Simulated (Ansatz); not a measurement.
An Ansatz (a program for electronic structure) input (Ansatz, r2SCAN, PAW, cutoff 500 eV, no spin-orbit coupling):

Ansatz 0.2 input:
```yaml
crystal:
  lattice:
    - [0.0987381628, 3.1538880264, 3.1812799039]
    - [3.2279416486, 0.0371064386, 3.2429116281]
    - [3.253740975, 3.2413190771, 0.0113071122]
  atoms:
    - { symbol: Te, position: [0, 0, 0] }
    - { symbol: Sn, position: [0.5, 0.5, 0.5] }
basis: { ecutwfc: 500, ecutrho_ratio: 4, xc_grid: 4, fft_grid_basis: typed }
kpoints: { mp_grid: { grid: [9, 9, 9] } }
hamiltonian:
  xc: r2scan
  dispersion: none
  pseudopotentials: { kind: paw }
scf: { occupations: { method: fermi_dirac, width: 0.05 }, convergence: { dr2_threshold: 0.0000000002 } }
relax: { f_tol: 0.005, max_steps: 50 }
output: { forces: true, stress: true }
checkpoint: { write: state.ck, write_every: 1000 }
```

Task: Which symmetry and how many k-points will the program report, and about how many plane waves at Γ?

Result: Space group P-1 (ITA 2) with 2 operations, k-points 365 of 729, and 1653 plane waves at Γ.

Task: And the final pressure?

Result: -0.28 GPa (compression positive).

The mesh was chosen for an insulator and is coarse for the gapless case. The cells carry an imposed strain or load. Whether these cells are dynamically stable was not tested. All final runs are without spin polarisation. The cell was made from SnTe in the rock salt structure (space group Fm-3m, No. 225) by this change: strain tensor (xx, yy, zz, yz, xz, xy) = (+0.20, −0.19, +0.67, −0.79, +1.15, +1.96) %.
